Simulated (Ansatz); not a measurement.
Results of PBE (PAW; Ansatz, a first-principles code) for SiO₂ (P4₁2₁2, No. 92).

Numerical settings: plane-wave cutoff 520 eV, 8×8×6 k mesh (along the axes of the cell as run), Fermi–Dirac smearing 0.01 eV, scalar-relativistic PAW data made under PBE.

The cell is scaled about its equilibrium volume:

Shape and atoms are relaxed at each volume.

```tsv
V (Å³/atom)	P (GPa)	direct gap at Γ (eV)	c (Å)	a (Å)
14.685	0.67	5.575	6.982	5.024
14.991	0.32	5.545	7.042	5.054
15.297	-0.01	5.515	7.101	5.084
15.603	-0.31	5.486	7.160	5.114
15.909	-0.59	5.458	7.215	5.144
```

A straight line through the gaps at Γ against ln V gives a volume deformation potential dE_g(Γ)/d ln V of -1.5 eV: the gap at Γ widens under compression.

Note: the volume lies 7 % above that of the published cell; the bulk modulus comes from volumes at which shape and atoms were relaxed.
